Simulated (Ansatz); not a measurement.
Defect: interstitial Na in bixbyite In2O3, charge state +1. The step: one Na atom jumps by itself; the atom moves 2.15 Å along (-0.12, -0.12, -0.12) of the unit cell; the moving atom starts with neighbours 3 In at 2.62, In at 2.63; 3 O at 2.30, 3 O at 2.35 Å and ends with 6 In at 2.73; 6 O at 2.27 Å. A PBE band in Ansatz (plane-wave PAW, one k-point at (0.250, 0.250, 0.250), 80 host sites, 23 SCF runs with any check of the saddle's order, static, no finite-size correction) gives a forward barrier of 0.59 eV. The saddle point's order was not checked, and it lies on a symmetry element of the cell, where a band can be held. The charge state is imposed; whether it is stable for some Fermi level was not computed. Sites that were not tried may lie lower.

Single points at the band's start and saddle point can refine it. Rough cost of one point, in units of the band's mean SCF on the same machine:

```csv
Level,Cost of one point
"PBE, a 2×2×2 k-point mesh shifted by half a step",about 4
"r2SCAN at 500 eV, one k-point at (0.250, 0.250, 0.250)",about 3
```

### Question
Which of these move the barrier by more than 0.1 eV, and how far does each move it?

### Answer
Not one does. PBE, a 2×2×2 k-point mesh shifted by half a step: 0.00 eV; r2SCAN at 500 eV, one k-point at (0.250, 0.250, 0.250): +0.01 eV. Each functional is compared with PBE at the same k-points.

Ansatz is a first-principles code.
